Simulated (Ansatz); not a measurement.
Base system: MgB$_{2}$ (space group P6/mmm, No. 191; a = 3.0640 Å, c = 3.4977 Å; relaxed with 0.1 eV smearing). Axes: x lies along a and z along c of the hexagonal cell.

Calculations: PBEsol/PAW in Ansatz (a first-principles code), scalar-relativistic without spin-orbit coupling.

For the base:

- Band gap = zero
- Shortest interatomic distance = 1.769 Å

Now apply this change: the cell is stretched by 1.00 % along z with no lateral relaxation; the atoms relax in the strained cell.

Predict the new stress.

The stress (xx, yy, zz, yz, xz, xy; compression positive) amounts to (-0.3, -0.3, -2.6, 0.0, 0.0, 0.0) GPa.

How does this affect the energy relative to the base?

The energy increases by 0.8 meV/atom.

What does the calculation give for the band gap after the change?

The band gap remains zero.

Predict the new shortest interatomic distance.

The shortest interatomic distance is still 1.769 Å.

Stability against distortions was not tested. The final runs are not spin-polarised.
